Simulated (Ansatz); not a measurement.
Partial pair distribution functions of a relaxed model of amorphous In₁₆Zn₈O₃₂, broadened by 0.06 Å; density 5.80 g/cm³. Calculation: PBE, scalar-relativistic without spin-orbit coupling (plane waves to 420 eV, PAW; Ansatz, a first-principles code).

It comes from a melt-quench run on a machine-learned potential (CHGNet), relaxed afterwards by DFT. O atoms were pushed apart under 1.9 Å during the dynamics, to hinder bonds among them. The hot cell started wider than the set density and was brought back towards it in steps. It is the lowest in DFT energy of 2 quenches. It is a model cell: composition and starting density were chosen by hand, and all elements were melted together. No dispersion term was used. Its density started from a set value of 5.80 and ended at 5.80 g/cm³. The simulated quench (nominally 170 K/ps over its main leg) is rapid and tends to freeze in more defects than a deposited or slowly cooled glass has. A cell of this size samples the disorder only roughly. The volume was held where the preparation left it, at a PBE pressure of -1.4 GPa (tension). Stress components on the final sampling reach 2.0 GPa. On a 2×2×2 Γ-centred mesh force components of up to 0.12 eV/Å stay, since the relaxation ran on the zone centre alone.

```csv
r (Å),g In-O,g Zn-O,g In-In,g Zn-Zn
1.70,0.00,0.01,0.00,0.00
1.80,0.00,0.51,0.00,0.00
1.90,0.09,4.46,0.00,0.00
2.00,1.96,7.95,0.00,0.00
2.10,7.93,4.29,0.00,0.00
2.20,7.54,1.86,0.00,0.00
2.30,2.52,0.62,0.00,0.00
2.40,0.82,0.37,0.00,0.00
2.50,0.47,0.21,0.00,0.05
2.60,0.17,0.09,0.00,1.16
2.70,0.05,0.32,0.00,1.78
2.80,0.04,0.28,0.00,2.08
2.90,0.26,0.23,0.01,2.31
3.00,0.47,0.22,0.21,1.07
3.10,0.32,0.27,0.52,3.82
3.20,0.28,0.47,1.53,3.83
3.30,0.25,0.58,2.41,1.79
3.40,0.31,0.51,2.92,0.17
3.50,0.46,1.12,3.30,0.64
3.60,0.45,1.46,2.67,0.87
3.70,0.42,0.93,2.04,0.08
3.80,0.46,0.90,1.45,0.34
3.90,0.65,0.89,1.35,1.75
4.00,1.22,1.05,1.77,0.57
4.10,1.40,0.87,1.04,0.01
4.20,1.33,1.18,0.21,0.00
4.30,1.16,1.13,0.19,0.00
4.40,1.30,1.21,0.11,0.00
4.50,1.31,1.27,0.60,0.00
4.60,1.47,1.40,0.71,0.01
4.70,1.24,1.40,0.21,0.32
```

Within 2.70 Å each In has 5.00 O neighbours on average.
